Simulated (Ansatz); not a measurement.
The starting structures come from a database of crystals and need not be the phases stable at ambient conditions.

 Where the default PAW files enter, the runs use the earlier of Ansatz's two default sets.

By PBEsol, the system below comes out a metal.

Consider the following.

```
Ag
1.0
    3.31131     0.00000     0.00000
    0.00000     3.31131     0.00000
    1.65566    -1.65566     1.65566
Ag
1
Cartesian
  0.00000   0.00000   0.00000
```

Space group of this cell: Im-3m, bcc (W type). The cell is taken as given; by PBEsol its mean pressure is -7.2 GPa.

The current flows along the normal of the first two printed cell vectors, the (001) plane of the conventional cell. No spin-orbit coupling; the value is a mean over 0.1 eV about the Fermi level.

### Question
Give the ballistic conductance per area that PBEsol (Ansatz, a first-principles code) yields.

### Answer
0.90 × 10¹⁵ S/m² for both spins.
